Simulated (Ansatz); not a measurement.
Consider the following.

```xyz
5
Lattice="5.3845 0.0000 0.0000 2.6922 4.6631 0.0000 2.6922 -1.5544 2.2797" Properties=species:S:1:pos:R:3 pbc="T T T"
Sr     0.0000     0.0000     0.0000
Ti     2.6922     1.5544     1.1399
O      1.3461     2.3315     0.0000
O      4.0384     2.3315     0.0000
O      2.6922     0.0000     0.0000
```

No spin polarisation.

Level of theory: Ansatz (an electronic-structure program) PBEsol, without spin-orbit coupling. k-mesh 9×9×9 (Γ-centred); smearing 0.05 eV (Fermi–Dirac).

Predict the mean in-plane stress (compression positive).

+8.7 GPa.

What gap character does the calculation give?

Indirect, T → Γ.

The cells carry an imposed strain or load. Stability against distortions was not tested. All final runs are without spin polarisation. The cell was made from SrTiO3 in the cubic perovskite structure (space group Pm-3m, No. 221) by this change: biaxial strain −2.15 %, plane normal [111], relaxed out of plane. Many cubic perovskites are stable only at high temperature; tilts and polar distortions were not tested.
